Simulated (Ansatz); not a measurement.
The (100) surface of rock-salt TiC, half the C sites of the top plane empty, c(2x2) (bottom of the slab: a bare face, its two planes held)

All values below come from PBE (plane waves to 420 eV, PAW; Ansatz, a first-principles code).

Model: 23-atom slab, 10.8 Å thick at the start with caps and adatoms (thin: gaps and levels are the slab's own), 9x9x1 mesh, Fermi-Dirac 0.1 eV, dipole correction, 8 atoms held, the rest relaxed; held to the start's symmetry, so lower structures may exist; no spin, no spin-orbit, no U. It is one candidate, not shown to be the stable structure of the face.

```
Property                                              Result
-----------------------------  -----------------------------
work function of the top face                        3.92 eV
energy released by relaxation                        0.42 eV
cost                           around 5 core-minutes (rough)
```
